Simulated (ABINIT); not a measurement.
Band structure of W (Im-3m, 1 atom in the cell).

```xyz
1
Lattice="-1.5777 1.5777 1.5777 1.5777 -1.5777 1.5777 1.5777 1.5777 -1.5777" Properties=species:S:1:pos:R:3 pbc="T T T"
W      0.0000     0.0000     0.0000
```

Computed with PBE, norm-conserving pseudopotentials (PseudoDojo nc-sr-05 PBE standard) (plane waves; ABINIT).

Settings: pseudos = [W.upf]; ecut = 37 Ha; ixc = 11; occopt = 7; tsmear = 0.00999582 Ha; ngkpt = 19 19 19; nshiftk = 1; shiftk = 0 0 0; potentials = PseudoDojo nc-sr-05 PBE standard; kptopt = 1; nstep = 80; toldfe1 = 1e-09 Ha; ndtset = 2.

The starting cell comes from a database of computed structures (which also holds hypothetical and non-ambient phases and stackings), without a prior relaxation at this level. Its lattice was rescaled by a random factor within 2.5 % of one. Spin-orbit coupling is off. Spin polarisation is off.

Levels in eV from the Fermi level, bands 4 to 11:
| point | 4 | 5 | 6 | 7 | 8 | 9 | 10 | 11 |
|---|---|---|---|---|---|---|---|---|
| Γ | -37.71 | -9.68 | -1.23 | -1.23 | -1.23 | 2.29 | 2.29 | 14.53 |
| H | -38.63 | -5.89 | -5.89 | 5.24 | 5.24 | 5.24 | 8.32 | 8.32 |
| N | -37.72 | -6.32 | -3.60 | 0.73 | 2.19 | 3.19 | 6.25 | 11.23 |
| P | -38.38 | -2.97 | -2.97 | -2.97 | 3.36 | 3.36 | 6.72 | 12.35 |

Bands cross the Fermi level along this path, so the cell is metallic at this level.
